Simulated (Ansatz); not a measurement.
Relaxation of the outer planes of the (10-12) surface of hcp Mg in its 1x1 cell, outermost plane spacing 1.26 Å in the ideal cut.

Method: PBE (plane waves to 420 eV, PAW; Ansatz, a quantum-chemistry and plane-wave program).

Slab: 12 atoms, 10.7 Å thick at the start; k 12x5x1, smearing 0.1 eV, dipole-corrected; all atoms relaxed; start symmetry kept, larger cells not searched; no spin, no spin-orbit, no U.

```json
[
 {"plane": "1", "atoms": "Mg", "bulk spacing to the next (Å)": "1.261", "relaxed spacing (Å)": "[?]", "change (%)": "[?]", "rumpling (Å)": "0.00"},
 {"plane": "2", "atoms": "Mg", "bulk spacing to the next (Å)": "0.631", "relaxed spacing (Å)": "0.558", "change (%)": "-11.6", "rumpling (Å)": "0.00"}
]
```

Question: Complete the blanks.

Answer: 
- 1, relaxed spacing (Å): 1.225
- 1, change (%): -2.9
